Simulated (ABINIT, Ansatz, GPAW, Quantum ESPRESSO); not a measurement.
Code comparison for RuRh (P-6m2, 2 atoms in the cell)

Self-consistent single point.

```
RuRh
1.0
    2.77309     0.00000     0.00000
   -1.38655     2.40157     0.00000
    0.00000     0.00000     4.39938
Ru Rh
1 1
Direct
  0.00000   0.00000   0.50000
  0.66667   0.33333   0.00000
```

All programs got the same cell, k-point mesh and kind of occupations (in Ansatz's words: kpoints.mp_grid.grid = 9 9 5; scf.occupations.method = fermi_dirac; scf.occupations.width = 0.136 eV); potentials, basis and cutoffs are each program's usual ones.

| code | model | pressure (GPa) | cutoff |
|---|---|---|---|
| Quantum ESPRESSO | PBEsol, PseudoDojo standard norm-conserving (PBESOL) pseudopotentials | -21.63 | 90 Ry |
| Ansatz | PBEsol, PAW files made with PBE | -22.08 | default |
| ABINIT | PBEsol, norm-conserving pseudopotentials (PseudoDojo nc-sr-04 PBEsol standard) | -21.66 | 88 Ry |
| GPAW | PBEsol, GPAW PAW datasets PBEsol (made by gpaw-setup) | -21.08 | 600 eV |

The spread over the programs that give each value: pressure within 1.00 GPa.

The starting cell comes from a database of computed structures (which also holds hypothetical and non-ambient phases and stackings), without a prior relaxation at this level. Its lattice was rescaled by a random factor within 2.5 % of one. On Ansatz's run: Spin polarisation is off. In the base run, with a pressure of about -22 GPa the cell is away from its equilibrium volume at this level.

Problem. Why do the programs differ, and what cannot be compared?

Solution. Differences of this kind can come from the potentials, where these differ, and from what each basis and cutoff leave unconverged. The valence holds different numbers of electrons (Quantum ESPRESSO 33, Ansatz (a quantum-chemistry and plane-wave program) 33, ABINIT 33, GPAW 31). The zero of total energies and Fermi levels follows the potentials and each program's conventions, so they are not compared here. Ansatz's pressure is given at a fixed set of plane waves, as the other plane-wave codes print theirs; with its correction for the finite basis it is -21.94 GPa.

Keys are those of Ansatz 0.2.
